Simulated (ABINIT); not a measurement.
## Several settings converged on AlInSb2 (Pmm2, 4 atoms in the cell)

```
AlInSb2
1.0
    4.49265     0.00000     0.00000
    0.00000     4.49265     0.00000
    0.00000     0.00000     6.32977
Al In Sb
1 1 2
Cartesian
  0.00000   0.00000   0.05000
  2.24633   2.24633   3.16489
  0.00000   2.24633   1.47718
  2.24633   0.00000   4.85259
```

Base method: LDA (PW92), PAW (JTH v2.0 LDA PAW) (plane waves; ABINIT).

Base settings: pseudos = [Al.LDA_PW-JTH.xml, In.LDA_PW-JTH.xml, Sb.LDA_PW-JTH.xml]; ecut = 42 Ry; pawecutdg = 84 Ry; pawxcdev = 0; ixc = 7; occopt = 3; tsmear = 0.00036749 Ha; ngkpt = 3 3 2; nshiftk = 1; shiftk = 0 0 0.

The count of work is k-points × plane waves × bands × iterations; it is no time. Core times come from one kind of shared machine, to one figure; runs under 30 s give none.

**The k-point mesh**

Only quantities that move along the ladder and can be compared are tabulated.

```csv
ngkpt,free energy less the last step's (meV/atom),pressure (GPa),largest difference of a force vector from the last step's (eV/Å),count of work / last,core time / last (rough)
1 1 1,3024.26,9.76,2.597,0.0063,–
2 2 1,386.32,-0.94,0.530,0.020,–
2 2 2,377.80,-0.79,0.334,0.040,0.05
3 3 2,75.85,-1.67,0.122,0.079,0.1
4 4 3,23.58,-1.77,0.036,0.18,0.2
5 5 4,8.16,-1.78,0.009,0.27,0.3
6 6 5,2.84,-1.78,0.003,0.48,0.5
8 8 6,0.00,-1.77,0.000,1.0,1
```

Coarsest ngkpt that holds the pressure within 0.2 GPa of the last step, with all finer ones: 3 3 2, at 0.079 of the last step's count of work and about 0.1 of the last step's time; the step before is off by 0.98 GPa.

Coarsest ngkpt that holds the forces within 0.02 eV/Å of the last step, with all finer ones: 5 5 4, at 0.27 of the last step's count of work and about 0.3 of the last step's time; the step before is off by 0.036 eV/Å.

Coarsest ngkpt that holds the free energy within 5 meV/atom: not settled: the last two steps still differ by 2.8 meV/atom, over half the tolerance, so the ladder does not show it.

**The width of Fermi-Dirac smearing**

The mesh stays at the base's, so the ladder's end is converged at best in this setting alone.

Only quantities that move along the ladder and can be compared are tabulated; the gap is left out on so coarse a mesh.

```tsv
tsmear	free energy less the last step's (meV/atom)	pressure (GPa)	largest difference of a force vector from the last step's (eV/Å)
0.0367493 Ha	-616.45	2.35	0.294
0.0183747 Ha	-97.08	-0.46	0.131
0.00734986 Ha	-8.16	-1.19	0.021
0.00367493 Ha	-1.82	-1.40	0.015
0.00073499 Ha	0.00	-1.66	0.000
```

Widest tsmear that holds the free energy within 5 meV/atom of the last step, with all finer ones: 0.00367493 Ha; the step before is off by 8.2 meV/atom.

Widest tsmear that holds the forces within 0.01 eV/Å: not settled: the last two steps still differ by 0.015 eV/Å, over half the tolerance, so the ladder does not show it.

Widest tsmear that holds the pressure within 1 GPa of the last step, with all finer ones: 0.00734986 Ha; the step before is off by 1.2 GPa.

On the base run: the starting cell comes from a database of computed structures (which also holds hypothetical and non-ambient phases and stackings), without a prior relaxation at this level. Its lattice was rescaled by up to half a per cent. One atom was moved a little off its site on purpose.
